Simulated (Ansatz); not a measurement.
**MoSe2 under a change: pressure 7 GPa**

The parent structure is MoSe2 in the 2H-MoS2 type structure (space group P6_3/mmc, No. 194; a = 3.277 Å, c = 12.731 Å; layered, stacked along the Cartesian z axis).

Now apply this change: a hydrostatic pressure of 7 GPa.

The values are results of PBE-D3(BJ) (Ansatz, a first-principles code, PAW, no spin-orbit coupling), earlier PAW set, not measurements. k-mesh 12×12×3 (Γ-centred); smearing 0.05 eV (Fermi–Dirac).

The density increases by 0.714 g/cm³ (7.12 g/cm³ → 7.84 g/cm³) and the lattice parameter a decreases by 0.070 Å to 3.207 Å. The c/a ratio shrinks by 0.117 (3.885 → 3.768) and the shortest interatomic distance decreases by 0.026 Å, from 2.526 Å to 2.500 Å. The band gap decreases by 0.33 eV to 0.41 eV and the gap character remains indirect, Γ → K–Γ (47 % along). The smallest direct gap falls by 0.12 eV to 1.34 eV and the mean gap deformation potential ΔEg/Δln V is +3.5 eV. The width of the top valence band grows by 0.20 eV (1.39 eV → 1.59 eV) and the valence-band top at Γ (three highest levels, from the VBM) changes from 0.00, -0.68, -1.19 eV to 0.00, -0.34, -1.54 eV.

Load acts through the strain it causes; cell and atoms are relaxed under it. Whether these cells are dynamically stable was not tested. Competing high-pressure phases were not computed.
